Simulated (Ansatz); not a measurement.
SrAlO₂F (model structure, started from the SrVO2H type, P4/mmm, No. 123, 5 atoms in the cell), treated with G0W0@PBEsol in Ansatz (hard PAW, contour deformation, complete-basis limit).

Settings: largest k mesh 6×6×6 (not extrapolated in the mesh).

Cell (relaxed with PBEsol):

```cif
data_AlFO2Sr
_chemical_formula_sum 'Sr1 Al1 O2 F1'
_space_group_name_H-M_alt 'P4/mmm'
_space_group_IT_number 123
_space_group_name_Hall '-P 4 2'
_cell_length_a 3.77664
_cell_length_b 3.77664
_cell_length_c 3.81169
_cell_angle_alpha 90.000
_cell_angle_beta 90.000
_cell_angle_gamma 90.000
loop_
_atom_site_label
_atom_site_type_symbol
_atom_site_symmetry_multiplicity
_atom_site_Wyckoff_symbol
_atom_site_fract_x
_atom_site_fract_y
_atom_site_fract_z
_atom_site_occupancy
Sr1 Sr 1 d 0.50000 0.50000 0.50000 1
Al1 Al 1 a 0.00000 0.00000 0.00000 1
O1 O 2 f 0.00000 0.50000 0.00000 1
F1 F 1 b 0.00000 0.00000 0.50000 1
```

### Question
Give the computed band gap.

### Answer

band gap: 6.38 eV

Note: the relaxation could raise the start's symmetry but not lower it, so the cell can be a saddle point; the gap holds a correction of +0.60 eV to the complete basis.

Spin–orbit coupling is not included.

The computed numbers hold no vibrational or temperature effects.

Computing time: roughly 2.4 core-hours.

A model structure was made by putting elements into a prototype or built by hand; it is no filed structure, need not be a known phase, and can be a saddle point held by its symmetry.

Ansatz is a first-principles code.
